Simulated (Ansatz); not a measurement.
Start from ZrS2 in the CdI2 type structure (space group P-3m1, No. 164; a = 3.578 Å, c = 5.540 Å; layered, stacked along the Cartesian z axis).

Calculations: Kohn–Sham DFT with the PBEsol-D3(BJ) functional, run in Ansatz (an electronic-structure program) with PAW and 420 eV plane waves, no spin-orbit coupling.

Base values:

The volume per atom is 20.48 Å³.

Modification: a hydrostatic pressure of 1.5 GPa.

Task: Estimate the effect on the mean gap deformation potential ΔEg/Δln V.

Result: The mean gap deformation potential ΔEg/Δln V is +5.6 eV.

Task: What does the calculation give for the volume per atom after the change?

Result: The volume per atom drops by 0.60 Å³ (20.48 Å³ → 19.88 Å³).

Load acts through the strain it causes; cell and atoms are relaxed under it. Whether these cells are dynamically stable was not tested.
